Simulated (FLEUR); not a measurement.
A self-consistent single point of AgI (F-43m, 2 atoms in the cell) with FLEUR.

Computed with FLEUR with PBE, all-electron FLAPW (FLEUR), scalar-relativistic valence.

The change in words: lattice scaled by 0.98. Reference geometry:
```yaml
crystal:
  lattice:
    - [0.00000, 3.25000, 3.25000]
    - [3.25000, 0.00000, 3.25000]
    - [3.25000, 3.25000, 0.00000]
  atoms:
    - { symbol: Ag, position: [0.00000, 0.00000, 0.00000] }
    - { symbol: I, position: [0.25000, 0.25000, 0.25000] }
```

Reference input (self-consistent single point, DFT, PBE, all-electron FLAPW (FLEUR), scalar-relativistic valence): Kmax = 4.5 1/bohr; GmaxXC = 22.5 1/bohr; xcFunctional = pbe; jspins = 1; l_soc = F; mode = hist; fermiSmearingEnergy = 0.00183747 Htr; mesh (inpgen div1-3) = 9 9 9; inpgen gamma flag = false; Gmax = 22.5 1/bohr; numbands = 0; maxIterBroyd = 99. This run's input differs from it in these lines:

```diff
@@ -3,5 +3,5 @@
 &input film=f /
--0.0000000000 3.2500000000 3.2500000000
-3.2500000000 -0.0000000000 3.2500000000
-3.2500000000 3.2500000000 -0.0000000000
+0.0000000000 3.1850000000 3.1850000000
+3.1850000000 0.0000000000 3.1850000000
+3.1850000000 3.1850000000 0.0000000000
 1.8897261246
@@ -43,5 +43,5 @@
          <bravaisMatrix>
-            <row-1>    0.0000000000000000     6.1416099049499993     6.1416099049499993</row-1>
-            <row-2>    6.1416099049499993     0.0000000000000000     6.1416099049499993</row-2>
-            <row-3>    6.1416099049499993     6.1416099049499993     0.0000000000000000</row-3>
+            <row-1>    0.0000000000000000     6.0187777068510000     6.0187777068510000</row-1>
+            <row-2>    6.0187777068510000     0.0000000000000000     6.0187777068510000</row-2>
+            <row-3>    6.0187777068510000     6.0187777068510000     0.0000000000000000</row-3>
          </bravaisMatrix>
```

The program printed (abridged):

```
 Iteration:     1   Distance:       5.33703397 me/bohr^3
 Iteration:     2   Distance:       4.85339242 me/bohr^3
 Iteration:     3   Distance:       2.95264488 me/bohr^3
 Iteration:     4   Distance:       1.11347900 me/bohr^3
 Iteration:     5   Distance:       0.51790872 me/bohr^3
   [... 7 lines left out ...]
 Iteration:    13   Distance:       0.00006129 me/bohr^3
 Iteration:    14   Distance:       0.00001325 me/bohr^3
 Iteration:    15   Distance:       0.00001112 me/bohr^3
 Iteration:    16   Distance:       0.00000080 me/bohr^3
 Run finished successfully
 Stop message:
   Structural relaxation: Done

[file out, last iteration]
             iter=     17
[...]
          total density-effective poten   -2.0630452891E+04
          total charge density-energy d   -3.3120056519E+02
 Updated energy parameters for spin:           1
[...]
 fermi energy and band-weighting factors:
    0.804027

[...]
FERMIE:
          first approx. to ef    (T=0)  :   0.172072 htr   (energy of the highest occ. eigenvalue)
          number of occ. states  (T=0)  :       1155
          first approx. to seigv (T=0)  : -57.717937 htr
          sum of weights of occ. states :  21.000000
          sum of semicore charge        :   0.000000 e
FERHIS:  Fermi-Energy by histogram:
          bandgap                     :   0.049233 htr
   [... lines left out ...]
          charge neutrality (T=0)     :   0.000000    (zero if the highest occ. eigenvalue is "entirely" occupied)
 Direct bandgap for spin            1 :    4.9233043611022376E-002  Htr
 ---->    free energy=                    -12436.3126931806 htr
   [... lines left out ...]
      extrapolation for T->0
 ---->    total electron energy=          -12436.3126931806 htr
 ***** TOTAL FORCES ON ATOMS *****
 TOTAL FORCE FOR ATOM TYPE=  1  X=  0.000   Y=  0.000   Z=  0.000
                       FX_TOT= 0.000000 FY_TOT= 0.000000 FZ_TOT= 0.000000
 TOTAL FORCE FOR ATOM TYPE=  2  X=  3.009   Y=  3.009   Z=  3.009
                       FX_TOT= 0.000000 FY_TOT= 0.000000 FZ_TOT= 0.000000
 Structural relaxation: Done
```

The run converged in 16 iterations. FLEUR gives forces in its relaxation mode, with a further iteration, so its stop message speaks of a relaxation. Against the reference run the free energy rises by 37.4 meV/atom and the gap on the mesh moves little (1.339 to 1.340 eV).

The starting cell has typed, rounded lattice constants, without a prior relaxation at this level. For this run, on top of that: lattice scaled by 0.98. Spin-orbit coupling is off. Values depend on the basis (sphere radii, cutoffs, local orbitals), which need not be converged.

Cost on one core of a shared machine: roughly 10 min.
